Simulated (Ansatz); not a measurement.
**AuZn: energy against strain**

AuZn (CsCl type, Pm-3m, 15.312 Å³/atom at rest, cube axes along x, y and z) under a strain ε along a cube axis (axis z), the other axes held. PBEsol in Ansatz, a plane-wave DFT program (PAW, default set), 420 eV, 18×18×18 Γ-centred mesh, Fermi-Dirac smearing 0.10 eV; ions are relaxed within the symmetry of each cell.

Here s stands for strain and y for E less E0.

| strain (%) | E less E0 (meV/atom) |
|---|---|
| -1.50 | 1.63 |
| -1.00 | 0.71 |
| -0.50 | 0.17 |
| 0.00 | 0.00 |
| 0.50 | 0.18 |
| 1.00 | 0.69 |
| 1.50 | 1.54 |
| 3.00 | ? |

The 7 complete rows are fitted with a parabola, y against s. Least squares gives y = -0.002 - 0.0214·s + 0.7048·s². Residuals (row less fit): 0.014, -0.014, -0.015, 0.002, 0.016, 0.009, -0.012; standard error 0.017 (degrees of freedom: 4). Twice the quadratic coefficient over the volume, 2 × 0.7048 meV × 10⁴ × 0.1602 / 15.312 Å³, is the elastic constant C11 = 147 ± 1.5 GPa.

What does the fit predict for y at s = 3.00, and how far is the calculated value from it?

y = -0.002 - 0.0214 × 3.0 + 0.7048 × 3.0² = 6.277 meV/atom. The calculation gives 5.93 meV/atom, 0.347 meV/atom below the prediction (5.9 % of the range of y in the table). The row lies outside the fitted rows, so this is an extrapolation. From the scatter of the fitted rows alone, a prediction at this place has a standard error of 0.064 meV/atom, so the miss is 5.4 times that.

One order more, fitted to all 13 runs of the series, follows each within 0.01, so the miss is the next term of a smooth law. In a metal these values are sensitive to mesh and smearing; energies are taken to zero smearing, stresses follow the free energy. Rows are the converged runs of the series near zero and its far end; series whose fitted rows scatter by over a few per cent of the range, as at a crossing or softening among them, aren't shown in this form. Most that stay on the fit to the last digits aren't either.
